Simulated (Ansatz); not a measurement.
**Al2Cu: response to strain**

The reference is Al2Cu (space group Fm-3m, No. 225; a = 5.7270 Å; a cell from a computed database, its experimental status unchecked; relaxed with 0.1 eV smearing). Axes: x, y, z lie along the cube axes.

Strains are applied to the cell and any free atomic positions relax; under biaxial strain the out-of-plane vector relaxes too.

Level of theory: Ansatz (a first-principles code), PBEsol, PAW, cutoff 420 eV, no spin-orbit coupling, earlier PAW set.

Notes on the quantities. pressure: mean of the normal stresses, compression positive; energy relative to the base: free energy F.

| variant | volume per atom | pressure | energy relative to the base | space group |
|---|---|---|---|---|
| base | 15.65 Å³ | 0.0 GPa | 0 meV/atom | Fm-3m (No. 225) |
| biaxial strain −0.53 %, plane normal [001], relaxed out of plane | 15.55 Å³ | 0.7 GPa | +0.5 meV/atom | I4/mmm (No. 139) |
| biaxial strain −2.71 %, plane normal [110], relaxed out of plane | 15.06 Å³ | 4.5 GPa | +17 meV/atom | Immm (No. 71) |
| biaxial strain +3.73 %, plane normal [111], relaxed out of plane | 16.50 Å³ | -4.8 GPa | +28 meV/atom | R-3m (No. 166) |
| isotropic strain +1.87 % | 16.55 Å³ | -5.1 GPa | +15 meV/atom | Fm-3m (No. 225) |
| uniaxial strain ε_xx = −0.27 % | 15.61 Å³ | 0.3 GPa | +0.1 meV/atom | I4/mmm (No. 139) |
| uniaxial strain ε_xx = +1.83 % | 15.94 Å³ | -1.8 GPa | +2.7 meV/atom | I4/mmm (No. 139) |
| tensor shear ε_yz = +0.17 % | 15.65 Å³ | 0.0 GPa | 0.0 meV/atom | Immm (No. 71) |
| tensor shear ε_yz = −0.39 % | 15.65 Å³ | 0.0 GPa | +0.2 meV/atom | Immm (No. 71) |
| tensor shear ε_xz = −0.88 % | 15.65 Å³ | 0.0 GPa | +1.0 meV/atom | Immm (No. 71) |

Stability against distortions was not tested. The base started in I4/mmm and relaxed to Fm-3m at this level. The final runs are not spin-polarised.
